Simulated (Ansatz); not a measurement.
TaAl (model structure, P4/mmm, No. 123, 2 atoms in the cell) was calculated with PBE (plane waves, PAW; Ansatz, a first-principles code).

Numerical settings: plane-wave cutoff 520 eV, 20×20×14 k mesh (along the axes of the cell as run), Fermi–Dirac smearing 0.05 eV, scalar-relativistic PAW data made under PBE.

Cell (relaxed at this level):

```cif
data_AlTa
_chemical_formula_sum 'Ta1 Al1'
_space_group_name_H-M_alt 'P 1'
_space_group_IT_number 1
_cell_length_a 2.83410
_cell_length_b 2.83410
_cell_length_c 4.18586
_cell_angle_alpha 90.000
_cell_angle_beta 90.000
_cell_angle_gamma 90.000
loop_
_space_group_symop_operation_xyz
  'x, y, z'
loop_
_atom_site_label
_atom_site_type_symbol
_atom_site_fract_x
_atom_site_fract_y
_atom_site_fract_z
_atom_site_occupancy
Ta1 Ta 0.00000 0.00000 0.00000 1
Al1 Al 0.50000 0.50000 0.50000 1
```

Task: Estimate the bulk modulus that the calculation returns.

Result: 
bulk modulus: 157 GPa

The run finds no gap.

Note: the bulk modulus is −V dP/dV from two relaxed cells at ±2 % in volume; the relaxation could raise the start's symmetry but not lower it, so the cell can be a saddle point.

Spin–orbit coupling is not included.

Computed values are for the static lattice.

A model structure was made by putting elements into a prototype or built by hand; it is no filed structure, need not be a known phase, and can be a saddle point held by its symmetry.
